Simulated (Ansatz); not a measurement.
## HfO2 under a change: tensor shear ε_xy = +2.00 %

Consider HfO$_{2}$ in the fluorite structure (space group Fm-3m, No. 225; a = 5.001 Å). Axes: x, y, z lie along the cube axes.

One thing is altered: tensor shear ε_xy = +2.00 % (engineering shear γ = 0.0400), atoms relaxed at fixed cell.

Level of theory: Kohn–Sham DFT with the LDA functional, run in Ansatz (a first-principles code) with PAW and 420 eV plane waves, no spin-orbit coupling. k-mesh 11×11×11 (Γ-centred); smearing 0.05 eV (Fermi–Dirac).

* **Volume per atom**: 10.42 Å³ (base 10.42 Å³)
* **Space group**: Immm (No. 71) (base Fm-3m (No. 225))
* **Energy relative to the base (free energy F)**: +3.9 meV/atom
* **Pressure (mean of the normal stresses, compression positive)**: 0.20 GPa (base 0.00 GPa)
* **Band gap**: 3.66 eV (base 3.66 eV)
* **Gap character**: direct at X
* **Largest internal atomic displacement**: 0.017 Å
* **Stress (xx, yy, zz, yz, xz, xy; compression positive)**: (0.21, 0.21, 0.19, 0.00, 0.00, -3.03) GPa

Cost of the whole job for the changed cell (relaxation, final SCF and bands): about 30 core-seconds (a rough figure).

With Hf present, leaving out spin-orbit coupling can change the band edges. The cells carry an imposed strain or load. Whether these cells are dynamically stable was not tested. This is not the structure that HfO2 has at room temperature and ambient pressure. k-point labels follow each cell's own Brillouin zone.
